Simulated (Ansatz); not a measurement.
# Element substitutions in MoSe2

Base system: MoSe$_{2}$ in the 2H-MoS2 type structure (space group P6_3/mmc, No. 194; a = 3.228 Å, c = 12.347 Å; layered, stacked along the Cartesian z axis).

Each row replaces one element on all its sites; cell and atoms are relaxed.

All numbers come from Ansatz (a quantum-chemistry and plane-wave program) PBEsol-D3(BJ), no SOC.

**Question.** Only one of these has no band gap. Which?
A) Se → Te
B) Mo → Re
C) Mo → W

**Answer.** B, Mo → Re. Computed: Se → Te: 0.33 eV; Mo → W: 0.68 eV; Mo → Re: zero

Spin-orbit coupling, missing from the scalar runs, can matter with Te and W. Stability against distortions was not tested. As relaxed here, ReSe2 is a hypothetical phase, not in the database extracts checked. The final runs are not spin-polarised. ReSe2 has a high density of states at the Fermi level and may be magnetic at this level.
